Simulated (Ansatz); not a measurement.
**What x(Pt) = 0.333, 3 atoms, Immm does to Pd**

The parent structure is Pd in the fcc (Cu type) structure (space group Fm-3m, No. 225; a = 3.9084 Å).

The other end (x = 1) is Pt in the fcc (Cu type) structure (space group Fm-3m, No. 225): 15.29 Å³/atom, gap zero.

Modification: Pt replaces 33.3 % of the Pd, ordered in a cell of 3 atoms (starting symmetry Immm) and fully relaxed.

The values are results of r2SCAN (Ansatz, a first-principles code, PAW, no spin-orbit coupling), not measurements. k-mesh 20×20×20 (Γ-centred); smearing 0.05 eV (Fermi–Dirac).

| quantity | base | changed | shift |
|---|---|---|---|
| shortest interatomic distance | 2.764 Å | 2.761 Å | -0.0024 Å |
| band gap | zero | zero | – |
| mixing energy (to 0.01 eV only: unlike meshes or grids) | – | -0.03 eV/atom | – |
| deviation of the volume from the linear (Vegard-type) interpolation | – | -0.3 % | – |

Final structure:

```
Pd2Pt
1.0
   -1.38061     1.96156     4.15680
    1.38061    -1.96156     4.15680
    1.38061     1.96156    -4.15680
Pd Pt
2 1
Direct
  0.16620   0.16620   0.00000
  0.83380   0.83380   0.00000
  0.50000   0.50000   0.00000
```

Each cell is one ordered arrangement of few atoms, which overstates ordering effects compared with a random alloy. Whether these cells are dynamically stable was not tested. All final runs are without spin polarisation. Pt lies near a magnetic instability that expansion can trigger; it was not tested. Pd2Pt and Pd have a high density of states at the Fermi level and may be magnetic at this level.
